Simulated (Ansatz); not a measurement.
Structures of equal composition on the (110) surface of bcc Nb: a layer of Sn in place of the second plane; a layer of Sn in place of the third plane. The slabs share one bottom face, and each structure is named by its start. These are constructed structures in small cells; real faces may alloy, dewet or reconstruct in larger ones, and not all known structures of the face are among them. Slabs of about 12 Å with all that they carry, Fermi-Dirac smearing of 0.1 eV. Bottom of the slabs: a bare face, its two planes held. Relaxed from the named starts with such symmetry as they have, on meshes of like density; energies extrapolated to zero smearing; no spin-orbit coupling, no U. Spin-polarised runs, if any, are marked in brackets, and their order is one that fits the cell; the others ran without spin.

Method: PBE (plane waves to 420 eV, PAW; Ansatz, an electronic-structure program).

Problem. Put the candidates in order of energy per 1x1 cell, lowest first, for PBE.

Solution. a layer of Sn in place of the third plane (0.000 eV), a layer of Sn in place of the second plane (0.377 eV)
